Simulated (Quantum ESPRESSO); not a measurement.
A self-consistent single point of NiS (P6_3/mmc, 4 atoms in the cell) with Quantum ESPRESSO.

Method: PBEsol, PSlibrary ultrasoft (PBE) pseudopotentials (plane waves; Quantum ESPRESSO).

The change in words: lattice scaled by 0.98. Reference geometry:
```
NiS
1.0
    3.41116     0.00000     0.00000
   -1.70558     2.95415     0.00000
    0.00000     0.00000     5.14014
Ni S
2 2
Direct
  0.00000   0.00000   0.50000
  0.00000   0.00000   0.00000
  0.33333   0.66667   0.75000
  0.66667   0.33333   0.25000
```

Reference input (self-consistent single point, DFT, PBEsol, plane waves, PSlibrary ultrasoft (PBE) pseudopotentials): ecutwfc = 50 Ry; ecutrho = 300 Ry; occupations = smearing; smearing = fd; degauss = 0.0073499 Ry; input_dft = pbesol; potentials = {Ni: Ni.pbe-n-rrkjus_psl.1.0.0.UPF, S: S.pbe-n-rrkjus_psl.1.0.0.UPF}; K_POINTS = automatic 15 15 9 0 0 0; conv_thr = 1e-10 Ry; mixing_beta = 0.4. This run's input differs from it in these lines:

```diff
@@ -27,5 +27,5 @@
 CELL_PARAMETERS {angstrom}
-   3.41116095     0.00000000     0.00000000
-  -1.70558048     2.95415204     0.00000000
-   0.00000000     0.00000000     5.14013700
+   3.34293787     0.00000000     0.00000000
+  -1.67146893     2.89506912     0.00000000
+   0.00000000     0.00000000     5.03733400
 ATOMIC_POSITIONS {crystal}
```

Log, with long lists cut:

```
     Self-consistent Calculation

     iteration #  1     ecut=    50.00 Ry     beta= 0.40

     total energy              =    -241.93543663 Ry
     estimated scf accuracy    <       0.55023389 Ry

     iteration #  2     ecut=    50.00 Ry     beta= 0.40

     total energy              =    -242.06286004 Ry
     estimated scf accuracy    <       1.42069328 Ry

     iteration #  3     ecut=    50.00 Ry     beta= 0.40

     total energy              =    -242.19507246 Ry
     estimated scf accuracy    <       0.03039591 Ry

   [... 10 blocks of this kind left out ...]

     iteration # 14     ecut=    50.00 Ry     beta= 0.40

     total energy              =    -242.21315753 Ry
     estimated scf accuracy    <          1.5E-10 Ry

     iteration # 15     ecut=    50.00 Ry     beta= 0.40
     End of self-consistent calculation

     Number of k-points >= 100: set verbosity='high' to print the bands.

     the Fermi energy is    13.0994 ev

!    total energy              =    -242.21315753 Ry
     estimated scf accuracy    <          1.5E-11 Ry
     smearing contrib. (-TS)   =      -0.00607626 Ry
     internal energy E=F+TS    =    -242.20708127 Ry

     convergence has been achieved in  15 iterations

     Forces acting on atoms (cartesian axes, Ry/au):

     atom    1 type  1   force =    -0.00000000   -0.00000000    0.00000000
   [... zero for the other atoms too ...]

     Total force =     0.000000     Total SCF correction =     0.000000

          total   stress  (Ry/bohr**3)                   (kbar)     P=       83.95
   0.00061150  -0.00000000  -0.00000000           89.95       -0.00       -0.00
  -0.00000000   0.00061150  -0.00000000           -0.00       89.95       -0.00
   0.00000000   0.00000000   0.00048907            0.00        0.00       71.95

   JOB DONE.
```

The run converged in 15 iterations. Against the reference run the free energy goes up by 16.4 meV/atom and the pressure goes from -2.21 to 8.40 GPa.

The starting cell comes from a database of computed structures (which also holds hypothetical and non-ambient phases and stackings), without a prior relaxation at this level. Its lattice was rescaled by a random factor within 2.5 % of one. For this run, on top of that: lattice scaled by 0.98. Spin polarisation is off, so a magnetic state, if there is one, cannot be reached. With a pressure of about 8 GPa the cell is away from its equilibrium volume at this level.

Cost on one core of a shared machine: roughly 2 min.
